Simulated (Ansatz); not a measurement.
Consider the following.

```yaml
crystal:
  lattice:
    - [1.55889, 0.84777, 6.10122]
    - [-1.61111, 0.91890, 6.10408]
    - [0.03549, -1.91257, 6.12424]
  atoms:
    - { symbol: Mo, position: [0.99628, 0.00219, 0.00154] }
    - { symbol: S, position: [0.75764, 0.75312, 0.74212] }
    - { symbol: S, position: [0.57938, 0.57799, 0.58964] }
```

No spin polarisation.

All numbers come from r2SCAN+rVV10 (Ansatz, an electronic-structure program, PAW, no SOC), earlier PAW set. Γ-centred 12×12×12 mesh, Fermi–Dirac width 0.05 eV.

Q: Predict the stress and smallest direct gap.

A: The stress (xx, yy, zz, yz, xz, xy; compression positive) is (-0.21, -3.09, 0.50, 0.37, 0.22, 3.52) GPa and the smallest direct gap is 1.69 eV.

The cells carry an imposed strain or load. Whether these cells are dynamically stable was not tested. The cell was made from MoS₂ in the 3R-MoS2 type structure (space group R3m, No. 160; layered, stacked along the Cartesian z axis) by this change: strain tensor (xx, yy, zz, yz, xz, xy) = (−0.17, +1.67, −1.38, −0.79, −0.09, −2.24) %.
